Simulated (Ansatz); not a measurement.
Response to strain in Ge

The reference is Ge in the diamond structure (space group Fd-3m, No. 227; a = 5.676 Å).

Strains are applied to the cell and any free atomic positions relax.

All numbers come from PBEsol (Ansatz, a quantum-chemistry and plane-wave program; PAW; 420 eV plane waves; no SOC).

```
variant                   pressure  volume per atom  band gap
------------------------  --------  ---------------  --------
base                       0.0 GPa         22.86 Å³      zero
isotropic strain −3.00 %   7.6 GPa         20.86 Å³   0.35 eV
isotropic strain −2.50 %   6.1 GPa         21.19 Å³   0.33 eV
isotropic strain −1.50 %   3.4 GPa         21.85 Å³   0.23 eV
isotropic strain −0.50 %   1.0 GPa         22.52 Å³      zero
isotropic strain +1.00 %  -1.9 GPa         23.55 Å³      zero
isotropic strain +1.50 %  -2.7 GPa         23.90 Å³      zero
isotropic strain +2.00 %  -3.5 GPa         24.26 Å³      zero
isotropic strain +2.50 %  -4.2 GPa         24.62 Å³      zero
isotropic strain +3.00 %  -4.8 GPa         24.98 Å³      zero
```

Whether these cells are dynamically stable was not tested. Gaps under 0.05 eV, about the width of the smearing, are given as zero. A zero or small gap of Ge can be the functional's error rather than a property of the material.
